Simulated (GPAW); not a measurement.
# A short convergence ladder for NiPt (P4mm, 2 atoms in the cell)

```xyz
2
Lattice="2.6964 0.0000 0.0000 0.0000 2.6964 0.0000 0.0000 0.0000 3.5604" Properties=species:S:1:pos:R:3 pbc="T T T"
Ni     1.3482     1.3482     1.8302
Pt     0.0000     0.0000     0.0000
```
Moments meant for the start (each program seeds them in its own way; μB, in the order of the atoms Ni Pt): 2.0 1.0.

Base method: PBEsol, GPAW PAW datasets PBEsol (made by gpaw-setup) (plane waves; GPAW).

Base settings: spinpol = true; mode = pw; ecut = 850 eV; xc = PBEsol; kpts = 6 6 4; mesh shift (steps) = 0 0 0; occupations.name = fermi-dirac; occupations.width = 0.1 eV; nbands = -8; convergence.density = 1e-05 e/electron.

The count of work is k-points × plane waves × bands × iterations; it is no time. 

**Shifted k-point meshes**

In this ladder: kpts_shift = 0.5 0.5 0.5.

Only quantities that move along the ladder and can be compared are tabulated.

The magnetic state is not the same in all runs (site moments differ, or a search went on to a lower state), so steps between rows are not convergence errors alone.

| kpts | free energy less the last step's (meV/atom) | pressure (GPa) | largest difference of a force vector from the last step's (eV/Å) | net moment (μB/atom) | count of work / last |
|---|---|---|---|---|---|
| 2 2 2 | -739.07 | -8.54 | 0.357 | 0.983 | 0.064 |
| 3 3 2 | -115.38 | -3.58 | 0.039 | 0.321 | 0.18 |
| 3 3 3 | -55.88 | -3.60 | 0.018 | 0.142 | 0.22 |
| 8 8 6 | 0.00 | -1.69 | 0.000 | 0.002 | 1.0 |

Coarsest kpts that holds the net moment within 0.05 μB/atom: not settled: the last two steps still differ by 0.14 μB/atom, over half the tolerance, so the ladder does not show it.

On the base run: the starting cell comes from a database of computed structures (which also holds hypothetical and non-ambient phases and stackings), without a prior relaxation at this level. Its lattice was rescaled by up to half a per cent. One atom was moved a little off its site on purpose. The starting moments vanished: the run ended non-magnetic, which need not be the lowest state. Without a gap this mesh is coarse (it stands for a supercell whose shortest vector is 14 Å).
